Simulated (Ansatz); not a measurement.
SiH3 on the 1x1 (101) surface of anatase TiO2 (cut with top plane O), one in a 2x1 cell, started at the site 'bridge O-O-O (span 3.8 Å)'

Host crystal: anatase TiO2, with a band gap (PBE, scalar-relativistic without spin-orbit coupling).

Level of theory: r2SCAN, at the PBE geometry and the start's symmetry (plane waves to 500 eV, PAW; Ansatz, a first-principles code).

Slab: 40 atoms, 9.4 Å thick at the start under the adsorbate (thin: gaps and levels are the slab's own); k 3x4x1, smearing 0.01 eV, dipole-corrected; single point; no symmetry held, on the structure that PBE left; spin-polarised, ending with about 0.4 μB a cell, a value that depends on the mesh; orders that need a larger cell were not tried, no spin-orbit, no U, no dispersion correction. The slab shows no gap over 0.04 eV on its mesh. The program's check for a lower electronic state was not made. At the end it is bonded to O. In PBE it is, or lies within 0.03 eV of, the lowest of the starts that converged; the order may differ at this level.

| Quantity | Value |
|---|---|
| adsorption energy against SiH4(g) − ½ H2(g) at the same level | -0.56 eV |
| work function of the top face | 3.66 eV |
| change of the step from the bottom to the top vacuum level, against the clean slab | -1.18 eV |
| height of the binding atom over the mean of the host atoms within 0.3 Å of the top one | 1.652 Å |
| nearest host atoms of the binding atom | O at 1.67 Å, Ti at 3.42 Å, Ti at 3.42 Å |
| note | in the relaxation the adsorbate left its starting site by 1.9 Å |
| cost | roughly 23 core-minutes |

A negative adsorption energy means that the adsorbate is more stable on the surface than in its reference.
